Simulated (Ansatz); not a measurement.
The parent structure is TiO2 in the rutile structure (space group P4_2/mnm, No. 136; a = 4.643 Å, c = 2.964 Å).

Calculations: Ansatz (an electronic-structure program) PBE, scalar-relativistic without spin-orbit coupling.

Base values:

* **Electron mass**: 0.58 mₑ along c, 1.2 mₑ across (at Γ)

Perturbation: the cell is scaled by 0.9757 in all directions; the atoms relax in the strained cell.

Question: What happens to the electron mass and mean gap deformation potential ΔEg/Δln V?

Answer: The electron mass becomes 0.52 mₑ along c, 1.1 mₑ across (at Γ) (base: 0.58 mₑ along c, 1.2 mₑ across (at Γ)); the mean gap deformation potential ΔEg/Δln V is -1.0 eV.

Masses are band curvatures over ±0.01 Å⁻¹ around the edge. Stability against distortions was not tested. All final runs are without spin polarisation.
